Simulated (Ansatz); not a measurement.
Input:

```xyz
2
Lattice="0.0000 2.4972 2.4972 2.4972 0.0000 2.4972 2.4972 2.4972 0.0000" Properties=species:S:1:pos:R:3 pbc="T T T"
Sr     0.0000     0.0000     0.0000
O      2.4972     2.4972     2.4972
```

No spin polarisation.

Method: PBEsol (Ansatz, a first-principles code; PAW; 420 eV plane waves; scalar-relativistic without spin-orbit coupling). k-mesh 11×11×11 (Γ-centred); smearing 0.05 eV (Fermi–Dirac).

Question: Predict the gap character.

Answer: Direct at X.

Question: What is the computed band gap?

Answer: 3.13 eV.

Question: Predict the pressure.

Answer: 84.6 kbar.

Question: What is the computed electron mass?

Answer: 1.2 mₑ along k, 0.37 mₑ across (at X).

The cells carry an imposed strain or load. Effective masses come from finite differences of ±0.01 Å⁻¹. Along k means along the line from Γ to the band edge. No phonon test of stability was made. The cell was made from SrO in the rock salt structure (space group Fm-3m, No. 225) by this change: isotropic strain −2.50 %.
